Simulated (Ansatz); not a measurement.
Consider MgO in the rock salt structure (space group Fm-3m, No. 225).

```
CELL_PARAMETERS angstrom
      0.00000     2.10219     2.10219
      2.10219     0.00000     2.10219
      2.10219     2.10219     0.00000
ATOMIC_POSITIONS crystal
  O  0.00000 0.00000 0.00000
  Mg 0.50000 0.50000 0.50000
```

Cartesian axes are those of the cell as printed.

Level of theory: r2SCAN, PAW, 500 eV (Ansatz, a first-principles code; no spin-orbit coupling).

Strains are applied to the cell and any free atomic positions relax; under biaxial strain the out-of-plane vector relaxes too.

One change was made to it. Results:

| quantity | base | after |
|---|---|---|
| band gap | 5.68 eV | 5.91 eV |
| pressure (mean of the normal stresses, compression positive) | 0.01 GPa | 4.95 GPa |

Question: Which of these changes matches the shifts?
A. biaxial strain −0.14 %, plane normal [111], relaxed out of plane
B. biaxial strain −1.89 %, plane normal [001], relaxed out of plane
C. tensor shear ε_xz = −0.69 %
D. isotropic strain +2.68 %
E. uniaxial strain ε_xx = −5.34 %

Answer: B, biaxial strain −1.89 %, plane normal [001], relaxed out of plane. For comparison, the band gap in the other runs: tensor shear ε_xz = −0.69 % gives 5.63 eV; uniaxial strain ε_xx = −5.34 % gives 6.19 eV; biaxial strain −0.14 %, plane normal [111], relaxed out of plane gives 5.70 eV; isotropic strain +2.68 % gives 4.91 eV.

No phonon test of stability was made.
